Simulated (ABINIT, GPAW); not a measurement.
An ABINIT input for a self-consistent single point of BaNiS2 (P4/nmm, 8 atoms in the cell) (DFT, LDA (PW92), plane waves, PAW (JTH v2.0 LDA PAW)):

```
# BaNiS2, JTH v2.0 LDA PAW
pp_dirpath "./"
pseudos "Ba.LDA_PW-JTH.xml, Ni.LDA_PW-JTH.xml, S.LDA_PW-JTH.xml"
acell 3*1.0
rprim
         8.1797040969    0.0000000000    0.0000000000
         0.0000000000    8.1797040969    0.0000000000
         0.0000000000    0.0000000000   16.6013252631
natom 8
ntypat 3
znucl 56 28 16
typat 1 1 2 2 3 3 3 3
xred
         0.0000000000    0.5000000000    0.1978400000
         0.5000000000    0.0000000000    0.8021600000
         0.5000000000    0.0000000000    0.4149300000
         0.0000000000    0.5000000000    0.5850700000
         0.5000000000    0.5000000000    0.5000000000
         0.0000000000    0.0000000000    0.5000000000
         0.5000000000    0.0000000000    0.1576400000
         0.0000000000    0.5000000000    0.8423600000
ecut 30
pawecutdg 60
ixc 7
occopt 3
tsmear 0.05 eV
nband 51
kptopt 1
ngkpt 6 6 3
nshiftk 1
shiftk 0 0 0
nstep 80
tolvrs 1.0e-12
prtwf 0
prtden 0
enunit 2
```

Q: Write the same calculation as an input for GPAW.

A: One input that does it (others would too):

```python
from ase import Atoms
from ase.units import GPa
from gpaw import GPAW, PW, FermiDirac

atoms = Atoms(['Ba', 'Ba', 'Ni', 'Ni', 'S', 'S', 'S', 'S'],
              cell=[[4.328513, 0.000000, 0.000000],
                    [0.000000, 4.328513, 0.000000],
                    [0.000000, 0.000000, 8.785043]],
              positions=[[0.000000, 2.164257, 1.738033],
                         [2.164257, 0.000000, 7.047010],
                         [2.164257, 0.000000, 3.645178],
                         [0.000000, 2.164257, 5.139865],
                         [2.164257, 2.164257, 4.392521],
                         [0.000000, 0.000000, 4.392521],
                         [2.164257, 0.000000, 1.384874],
                         [0.000000, 2.164257, 7.400169]],
              pbc=True)

calc = GPAW(mode=PW(800),
            xc='LDA',
            kpts={'size': (6, 6, 3), 'gamma': True},
            occupations=FermiDirac(0.05),
            nbands=-12,
            convergence={'density': 1e-05},
            symmetry={'symmorphic': False, 'tolerance': 0.0005},
            maxiter=100,
            txt='-')

atoms.calc = calc

energy = atoms.get_potential_energy()
print('Energy (eV):', round(energy, 6))
forces = atoms.get_forces()
print('Forces (eV/Ang):')
print(forces.round(5))
stress = atoms.get_stress()
print('Stress (GPa, Voigt):', (stress / GPa).round(4))
```

Basis settings and potentials, where a program has them, do not carry over. This input uses DFT LDA (Perdew-Wang 92), plane waves, GPAW PAW datasets LDA (gpaw-data 1.0.1). LDA parametrisations can differ slightly between programs.

The starting cell comes from a database of computed structures (which also holds hypothetical and non-ambient phases and stackings), without a prior relaxation at this level. Its lattice was rescaled by a random factor within 2.5 % of one.
